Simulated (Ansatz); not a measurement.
Take BN in the zinc blende structure (space group F-43m, No. 216; a = 3.610 Å) as the base.

Levels (all Ansatz, a quantum-chemistry and plane-wave program, PAW): r2SCAN (500 eV, no SOC); HSE06+SOC (420 eV, noncollinear with spin-orbit coupling).

The geometry is relaxed with r2SCAN.

| Item | Result |
|---|---|
| r2SCAN lowest conduction level above the VBM at special points | X 5.00 eV; U 7.53 eV; K 7.53 eV; Γ 9.59 eV |
| r2SCAN valence-band top at Γ | 0.00, 0.00, 0.00 eV |

Task: How does going to HSE06+SOC change the lowest conduction level above the VBM at special points and valence-band top at Γ?

Result: The lowest conduction level above the VBM at special points becomes X 5.79 eV; U 8.38 eV; K 8.38 eV; Γ 10.58 eV (r2SCAN: X 5.00 eV; U 7.53 eV; K 7.53 eV; Γ 9.59 eV); the valence-band top at Γ (three highest Kramers pairs, from the VBM) becomes 0.00, 0.00, -0.02 eV (r2SCAN: 0.00, 0.00, 0.00 eV). The threefold valence maximum splits by Δso ≈ 23 meV.

Single points use the geometry relaxed with r2SCAN. The hybrid gap comes from the SCF mesh plus the semilocal run's edge points and a few special points and is an upper bound. The spin-orbit shifts are approximate. The levels and masses belong to the bands next to the band gap. Stability against distortions was not tested.
